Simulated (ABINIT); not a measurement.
## Equation of state of hcp Mg (space group 194): energy against volume (ABINIT, LDA)

```
Mg
1.0
    3.08515     0.00000     0.00000
   -1.54258     2.67182     0.00000
    0.00000     0.00000     5.00737
Mg
2
Cartesian
  1.54258   0.89061   3.75553
  0.00000   1.78121   1.25184
```

Method of the run: LDA (PW92), norm-conserving pseudopotentials (PseudoDojo nc-sr-04 LDA standard) (plane waves; ABINIT 10.0.3). Settings: pseudos = [Mg.upf]; ecut = 55 Ha; occopt = 3; tsmear = 0.00183747 Ha; ngkpt = 18 18 10; nshiftk = 1; shiftk = 0 0 0; potentials = PseudoDojo nc-sr-04 LDA standard; nband = 15; kptopt = 1; nstep = 50; tolvrs = 1e-12. The cell above is the first row's. The rows scale it uniformly. In all rows fractional positions and the k mesh are held. E is the free energy at the stated smearing, counted from the lowest row.

```csv
V (Å^3/atom),E (meV/atom)
20.6378,6.36
21.0865,1.87
21.5351,0.00
21.9837,0.50
22.4324,3.13
22.8810,7.67
23.3297,13.95
23.7783,21.77
24.2270,?
```

Fit E of the 8 rows that show it with the third-order Birch-Murnaghan form, a cubic in V^(-2/3). With u = V^(-2/3) - 0.127, the rows have u = 0.005910, 0.004018, 0.002192, 0.000428, -0.001277, -0.002925, -0.004521, -0.006067. Least squares gives E = 0.963 - 1234.3·u + 362669·u² + 126727·u³. Residuals (row less fit): -0.002, 0.003, -0.001, -0.001, 0.000, -0.003, 0.006, -0.002; standard error 0.004 (degrees of freedom: 4). Its minimum lies at u = 0.001700, so V0 = (0.128700)^(-3/2) = 21.66. There d²E/du² = 726600 and d³E/du³ = 760400, so B0 = (4/9) × 21.66^(-7/3) × 726600 × 0.160218 = 39.6 GPa (the last factor turns the table's units into GPa), and B0' = 4 + (2/3) × 0.128700 × (760400)/726600 = 4.1. The program's pressures in the fitted runs (not shown) pass through zero at V = 21.66, 0.01 % from this V0.

Question: Predict the withheld E at V = 24.2270 from the fit, and compare with the calculation.

Answer: u = -0.007564, so E = 0.963 - 1234.3 × (-0.007564) + 362669 × (-0.007564)² + 126727 × (-0.007564)³ = 30.994 meV/atom. The calculation gives 30.99 meV/atom, which the fit meets to the printed digits. The row lies outside the fitted rows, so this is an extrapolation. From the scatter of the fitted rows alone, a prediction at this place has a standard error of 0.010 meV/atom, so the miss is 0.4 times that.

Carrying the step between the two nearest rows on in a straight line would have given 29.59, off by 1.40; series whose last step already gives the withheld value aren't shown. The scan was laid around a cell of about the measured size, scaled by a guess for this functional; axis ratios and inner coordinates come from that cell. The runs keep the symmetry of the cell, so they don't test it for distortions. The shape of the cell and the inner coordinates aren't relaxed, so V0 and B0 belong to this uniform scaling; a relaxed crystal lies no higher in energy and is usually softer. Cutoffs and mesh are single choices, not tested for convergence of this quantity. Series with a scatter that would blur these digits, or in which a gap closes, are not shown. Nor are scans whose minimum lies at an end fitted in this form.
